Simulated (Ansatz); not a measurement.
Start from KTaO$_{3}$ in the cubic perovskite structure (space group Pm-3m, No. 221).

```yaml
crystal:
  lattice:
    - [3.98530, 0.00000, 0.00000]
    - [0.00000, 3.98530, 0.00000]
    - [0.00000, 0.00000, 3.98530]
  atoms:
    - { symbol: K, position: [0.00000, 0.00000, 0.00000] }
    - { symbol: Ta, position: [0.50000, 0.50000, 0.50000] }
    - { symbol: O, position: [0.50000, 0.00000, 0.50000] }
    - { symbol: O, position: [0.00000, 0.50000, 0.50000] }
    - { symbol: O, position: [0.50000, 0.50000, 0.00000] }
```

Cartesian axes are those of the cell as printed.

Level of theory: Kohn–Sham DFT with the PBEsol functional, run in Ansatz (a quantum-chemistry and plane-wave program) with PAW and 420 eV plane waves, no SOC.

Now apply this change: uniaxial strain ε_zz = −3.00 %, all other strain components held at zero; the atoms relax in the strained cell.

**Question.** Predict the stress tensor and what it implies for the stiffness.

**Answer.** Stress of the strained cell less that of the base (GPa, compression positive):
```
   2.51    0.00    0.00
   0.00    2.51    0.00
   0.00    0.00   15.99
```

Then −Δσ_ii/ε with ε = -0.0300 gives secant stiffness values (nonlinear terms included at this strain): C33 ≈ 533 GPa, C13 ≈ 84 GPa and C23 ≈ 84 GPa.

As a check, the harmonic strain energy −½ V₀ Δσ:ε is 19 meV/atom; the computed energy rise is 18 meV/atom.

Whether these cells are dynamically stable was not tested.
